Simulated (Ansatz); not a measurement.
An Ansatz (a quantum-chemistry and plane-wave program) input (Ansatz PBEsol, without spin-orbit coupling):

Ansatz 0.2 input:
```yaml
crystal:
  lattice:
    - [3.8376442791, 0, 0]
    - [0, 3.8376442791, 0]
    - [1.9188221395, -1.9188221395, 4.7328540185]
  atoms:
    - { symbol: Ti, position: [0.25, 0.25, 0.5] }
    - { symbol: Ti, position: [0, 0, 0] }
    - { symbol: O, position: [0.4575282924, 0.0424717076, 0.0849434152] }
    - { symbol: O, position: [0.2075282924, 0.7924717076, 0.5849434152] }
    - { symbol: O, position: [0.7924717076, 0.2075282924, 0.4150565848] }
    - { symbol: O, position: [0.0424717076, 0.4575282924, 0.9150565848] }
basis: { ecutwfc: 420, ecutrho_ratio: 4, xc_grid: 2, fft_grid_basis: typed }
kpoints: { mp_grid: { grid: [12, 12, 12] } }
hamiltonian:
  xc: pbesol
  dispersion: none
  pseudopotentials: { kind: paw }
scf: { occupations: { method: fermi_dirac, width: 0.05 } }
relax: { f_tol: 0.005, max_steps: 50, cell: { stress_tol: 0.01, fix: [a, b, gamma] } }
output: { forces: true, stress: true }
checkpoint: { write: state.ck, write_every: 1000 }
```

Which symmetry and how many k-points will the program report, and about how many plane waves at Γ?

Space group I41/amd (ITA 141) with 16 operations, k-points 163 of 1728, and 1355 plane waves at Γ.

And the final pressure?

-3.49 GPa (compression positive).

The cells carry an imposed strain or load. Stability against distortions was not tested. The final runs are not spin-polarised. The cell was made from TiO$_{2}$ in the anatase structure (space group I4_1/amd, No. 141) by this change: biaxial strain +1.80 %, plane normal [001], relaxed out of plane.
